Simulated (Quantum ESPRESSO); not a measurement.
A user runs Quantum ESPRESSO on MgH₂ (Pbcn, 12 atoms in the cell) and asks whether the run is sound. The aim is a self-consistent single point with DFT, LDA (PZ), plane waves, GBRV 1.5 ultrasoft (LDA) pseudopotentials.

Cell that was meant: a = 4.4791 Å, b = 5.3926 Å, c = 4.8955 Å, α = 90.00°, β = 90.00°, γ = 90.00°.

Part of the input:

```fortran
ATOMIC_SPECIES
Mg    24.3050  mg_lda_v1.4.uspp.F.UPF
H      1.0080  h_lda_v1.4.uspp.F.UPF
ATOMIC_POSITIONS angstrom
Mg    0.4999985841    0.8315312188    0.7500003910
Mg    0.4999985841    0.1684708414    0.2499984985
Mg    0.0000000000    0.6684691752    0.2499984985
Mg    0.0000000000    0.3315274924    0.7500003910
H     0.7276921076    0.8910711362    0.4198087070
H     0.2723095397    0.1089309240    0.5801901825
H     0.7723081238    0.6089292578    0.9198105995
H     0.2276890444    0.3910674098    0.0801882900
H     0.2276890444    0.6089292578    0.5801901825
H     0.7723081238    0.3910674098    0.4198087070
H     0.2723095397    0.8910711362    0.0801882900
H     0.7276921076    0.1089309240    0.9198105995
K_POINTS automatic
4 3 4  0 0 0
CELL_PARAMETERS angstrom
```

Output, abridged:

```
     G-vector sticks info
     --------------------
     sticks:   dense  smooth     PW     G-vecs:    dense   smooth      PW
   [... lines left out ...]
        k(    1) = (   0.0000000   0.0000000   0.0000000), wk =   0.0416667
        k(    2) = (   0.0000000   0.0000000   0.2287340), wk =   0.0833333
        k(    3) = (   0.0000000   0.0000000  -0.4574681), wk =   0.0416667
   [... 23 lines left out ...]

     Dense  grid:    38083 G-vectors     FFT dimensions: (  40,  45,  45)

     Smooth grid:    27319 G-vectors     FFT dimensions: (  36,  45,  40)

     Initial potential from superposition of free atoms

     starting charge      46.7991, renormalised to      48.0000
     Self-consistent Calculation

     iteration #  1     ecut=    40.00 Ry     beta= 0.30

---- Real-time Memory Report at c_bands before calling an iterative solver
           173 MiB given to the printing process from OS
            76 MiB allocation reported by mallinfo(arena+hblkhd)
------------------

     total energy              =    -353.73855650 Ry
     estimated scf accuracy    <      13.31307308 Ry

     iteration #  2     ecut=    40.00 Ry     beta= 0.30

---- Real-time Memory Report at c_bands before calling an iterative solver
   [... lines left out ...]

---- Real-time Memory Report at c_bands before calling an iterative solver
           242 MiB given to the printing process from OS
            98 MiB allocation reported by mallinfo(arena+hblkhd)
------------------

     total energy              =    -353.52828999 Ry
     estimated scf accuracy    <          2.0E-10 Ry

     iteration # 14     ecut=    40.00 Ry     beta= 0.30

---- Real-time Memory Report at c_bands before calling an iterative solver
           242 MiB given to the printing process from OS
            98 MiB allocation reported by mallinfo(arena+hblkhd)
------------------
     End of self-consistent calculation

     highest occupied, lowest unoccupied level (ev):     0.9912    1.7635

!    total energy              =    -353.52828999 Ry
     estimated scf accuracy    <          1.5E-11 Ry

     convergence has been achieved in  14 iterations

     Forces acting on atoms (cartesian axes, Ry/au):

     atom    1 type  1   force =    20.80967268   64.09777630   46.05609817
     atom    2 type  1   force =    46.34105092  -62.75246137  -45.40333981
     atom    3 type  1   force =   -81.26580532   57.74279084  -70.19899936
     atom    4 type  1   force =   -69.54047517  -54.50734510   93.32316367
     atom    5 type  2   force =    15.88441299    7.18988621  -18.43426180
   [... lines left out ...]

     Total force =   224.578285     Total SCF correction =     0.000020

          total   stress  (Ry/bohr**3)                   (kbar)     P=    29434.62
   0.20398942  -0.00138206  -0.00337256        30007.88     -203.31     -496.12
  -0.00138206   0.18610963  -0.02764844         -203.31    27377.67    -4067.23
  -0.00337256  -0.02764844   0.21017837         -496.12    -4067.23    30918.30

   JOB DONE.
```

Task: Is this run sound? If not, what is wrong?

Result: The run is not sound. The fault is this: crystal numbers under an angstrom card. The same three numbers mean different points as fractional and as Cartesian coordinates. To fix it, make label and numbers agree, by changing either. The run converged in 14 iterations without an error; against the sound input the free energy goes up by 177 eV/atom, the pressure goes from -1.63 to 2943 GPa, the largest force goes from 0.029 to 3304 eV/Å and the gap on the mesh goes from 3.411 to 0.772 eV.

An input that runs soundly differs in these lines (not the only fix; some lines may just follow from the change or write a value another way):
```diff
-ATOMIC_POSITIONS angstrom
-Mg    0.4999985841    0.8315312188    0.7500003910
-Mg    0.4999985841    0.1684708414    0.2499984985
-Mg    0.0000000000    0.6684691752    0.2499984985
-Mg    0.0000000000    0.3315274924    0.7500003910
-H     0.7276921076    0.8910711362    0.4198087070
-H     0.2723095397    0.1089309240    0.5801901825
-H     0.7723081238    0.6089292578    0.9198105995
-H     0.2276890444    0.3910674098    0.0801882900
-H     0.2276890444    0.6089292578    0.5801901825
-H     0.7723081238    0.3910674098    0.4198087070
-H     0.2723095397    0.8910711362    0.0801882900
-H     0.7276921076    0.1089309240    0.9198105995
+ATOMIC_POSITIONS crystal
+Mg    0.5000000000    0.8315300000    0.7500000000
+Mg    0.5000000000    0.1684700000    0.2500000000
+Mg    0.0000000000    0.6684700000    0.2500000000
+Mg    0.0000000000    0.3315300000    0.7500000000
+H     0.7276900000    0.8910700000    0.4198100000
+H     0.2723100000    0.1089300000    0.5801900000
+H     0.7723100000    0.6089300000    0.9198100000
+H     0.2276900000    0.3910700000    0.0801900000
+H     0.2276900000    0.6089300000    0.5801900000
+H     0.7723100000    0.3910700000    0.4198100000
+H     0.2723100000    0.8910700000    0.0801900000
+H     0.7276900000    0.1089300000    0.9198100000
```

With that input, the run converged in 11 iterations: free energy E − TS -6933.7397 eV; top of the valence band (on the code's own zero) 2.04 eV; gap on the k-point mesh 3.41 eV; pressure -1.63 GPa; largest force (vector length) 0.029 eV/Å (DFT, LDA (PZ), plane waves, GBRV 1.5 ultrasoft (LDA) pseudopotentials).

On the sound input: the starting cell comes from a database of computed structures (which also holds hypothetical and non-ambient phases and stackings), without a prior relaxation at this level.
